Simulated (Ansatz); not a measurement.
Ge, cell Ge64, held well above this temperature first [in the run: it was liquid; mean temperature 1321 K (target 1310 K); density 5.10 g/cm³, volume +5 % from the start crystal's; one k-point, which a denser mesh shifts by 0.1 GPa in pressure and 0.10 eV/Å in forces].  Bonds are counted up to Ge-Ge 3.78 Å.

What distribution of Ge-Ge-Ge angles does Ansatz (a quantum-chemistry and plane-wave program) with PBE give?

mean 97°, standard deviation 34°.
```json
[
 {"angle (°)": "1.5", "p (1/°)": "0.0000"},
 {"angle (°)": "4.5", "p (1/°)": "0.0000"},
 {"angle (°)": "7.5", "p (1/°)": "0.0000"},
 {"angle (°)": "10.5", "p (1/°)": "0.0000"},
 {"angle (°)": "13.5", "p (1/°)": "0.0000"},
 {"angle (°)": "16.5", "p (1/°)": "0.0000"},
 {"angle (°)": "19.5", "p (1/°)": "0.0000"},
 {"angle (°)": "22.5", "p (1/°)": "0.0000"},
 {"angle (°)": "25.5", "p (1/°)": "0.0000"},
 {"angle (°)": "28.5", "p (1/°)": "0.0000"},
 {"angle (°)": "31.5", "p (1/°)": "0.0000"},
 {"angle (°)": "34.5", "p (1/°)": "0.0000"},
 {"angle (°)": "37.5", "p (1/°)": "0.0003"},
 {"angle (°)": "40.5", "p (1/°)": "0.0022"},
 {"angle (°)": "43.5", "p (1/°)": "0.0057"},
 {"angle (°)": "46.5", "p (1/°)": "0.0089"},
 {"angle (°)": "49.5", "p (1/°)": "0.0106"},
 {"angle (°)": "52.5", "p (1/°)": "0.0109"},
 {"angle (°)": "55.5", "p (1/°)": "0.0106"},
 {"angle (°)": "58.5", "p (1/°)": "0.0101"},
 {"angle (°)": "61.5", "p (1/°)": "0.0094"},
 {"angle (°)": "64.5", "p (1/°)": "0.0091"},
 {"angle (°)": "67.5", "p (1/°)": "0.0089"},
 {"angle (°)": "70.5", "p (1/°)": "0.0087"},
 {"angle (°)": "73.5", "p (1/°)": "0.0088"},
 {"angle (°)": "76.5", "p (1/°)": "0.0090"},
 {"angle (°)": "79.5", "p (1/°)": "0.0091"},
 {"angle (°)": "82.5", "p (1/°)": "0.0094"},
 {"angle (°)": "85.5", "p (1/°)": "0.0095"},
 {"angle (°)": "88.5", "p (1/°)": "0.0093"},
 {"angle (°)": "91.5", "p (1/°)": "0.0095"},
 {"angle (°)": "94.5", "p (1/°)": "0.0096"},
 {"angle (°)": "97.5", "p (1/°)": "0.0098"},
 {"angle (°)": "100.5", "p (1/°)": "0.0095"},
 {"angle (°)": "103.5", "p (1/°)": "0.0094"},
 {"angle (°)": "106.5", "p (1/°)": "0.0094"},
 {"angle (°)": "109.5", "p (1/°)": "0.0091"},
 {"angle (°)": "112.5", "p (1/°)": "0.0088"},
 {"angle (°)": "115.5", "p (1/°)": "0.0086"},
 {"angle (°)": "118.5", "p (1/°)": "0.0082"},
 {"angle (°)": "121.5", "p (1/°)": "0.0082"},
 {"angle (°)": "124.5", "p (1/°)": "0.0078"},
 {"angle (°)": "127.5", "p (1/°)": "0.0076"},
 {"angle (°)": "130.5", "p (1/°)": "0.0072"},
 {"angle (°)": "133.5", "p (1/°)": "0.0067"},
 {"angle (°)": "136.5", "p (1/°)": "0.0065"},
 {"angle (°)": "139.5", "p (1/°)": "0.0061"},
 {"angle (°)": "142.5", "p (1/°)": "0.0058"},
 {"angle (°)": "145.5", "p (1/°)": "0.0053"},
 {"angle (°)": "148.5", "p (1/°)": "0.0049"},
 {"angle (°)": "151.5", "p (1/°)": "0.0047"},
 {"angle (°)": "154.5", "p (1/°)": "0.0041"},
 {"angle (°)": "157.5", "p (1/°)": "0.0036"},
 {"angle (°)": "160.5", "p (1/°)": "0.0032"},
 {"angle (°)": "163.5", "p (1/°)": "0.0028"},
 {"angle (°)": "166.5", "p (1/°)": "0.0022"},
 {"angle (°)": "169.5", "p (1/°)": "0.0018"},
 {"angle (°)": "172.5", "p (1/°)": "0.0012"},
 {"angle (°)": "175.5", "p (1/°)": "0.0008"},
 {"angle (°)": "178.5", "p (1/°)": "0.0003"}
]
```
